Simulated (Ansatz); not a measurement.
Take Pb in the fcc (Cu type) structure (space group Fm-3m, No. 225; a = 4.931 Å) as the base.

The values are results of Ansatz (a quantum-chemistry and plane-wave program), PBEsol, PAW, cutoff 420 eV, scalar-relativistic without spin-orbit coupling, not measurements.

Base values:

The lattice parameter a is 4.931 Å.

Now apply this change: hydrostatic tension (pressure −1 GPa).

Task: How does this affect the lattice parameter a?

Result: The lattice parameter a grows by 0.0354 Å, from 4.931 Å to 4.967 Å.

Load acts through the strain it causes; cell and atoms are relaxed under it. Stability against distortions was not tested.
